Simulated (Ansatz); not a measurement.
# Pd: response to strain

The reference is Pd in the fcc (Cu type) structure (space group Fm-3m, No. 225; a = 3.878 Å; relaxed with 0.1 eV smearing). Axes: x, y, z lie along the cube axes.

Strains are applied to the cell and any free atomic positions relax; under biaxial strain the out-of-plane vector relaxes too.

Levels (all Ansatz, a quantum-chemistry and plane-wave program, PAW): PBEsol (420 eV, without spin-orbit coupling); r2SCAN (500 eV, spin-orbit coupling left out).

Pressures by level, all at the geometries relaxed with PBEsol:

| case | PBEsol | r2SCAN |
|---|---|---|
| base | 0.0 GPa | 4.9 GPa |
| biaxial strain −1.34 %, plane normal [001], relaxed out of plane | 1.7 GPa | 6.7 GPa |
| isotropic strain +4.35 % | -18.2 GPa | -14.1 GPa |
| uniaxial strain ε_yy = −2.96 % | 6.7 GPa | 11.8 GPa |
| uniaxial strain ε_zz = −0.83 % | 1.7 GPa | 6.7 GPa |
| tensor shear ε_yz = +1.82 % | 0.3 GPa | 5.2 GPa |

Single points use the geometry relaxed with PBEsol. Their cutoffs differ, which shifts pressures a little. Whether these cells are dynamically stable was not tested. All final runs are without spin polarisation. Pd lies near a magnetic instability that expansion can trigger; it was not tested. Pd has a high density of states at the Fermi level and may be magnetic at this level.
